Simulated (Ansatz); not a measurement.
# The (101) surface of rutile IrO2 in its 1x1 cell (cut with top plane 2 O, bottom plane 2 O), outermost plane spacing 1.00 Å in the ideal cut (one of several cuts of this face), with 4 O a cell over the bulk's ratio

All values below come from PBE (plane waves to 420 eV, PAW; Ansatz, a program for electronic structure).

Model: 28-atom slab, Ir8O20, 11.4 Å thick at the start, 8x7x1 mesh, Fermi-Dirac 0.1 eV, dipole correction, all atoms relaxed; symmetry of the start imposed; no spin, no spin-orbit, no U.

```
Property                                             Result
-----------------------------  ----------------------------
work function of the top face                       7.22 eV
energy released by relaxation                       4.42 eV
cost                           very roughly 27 core-minutes
```
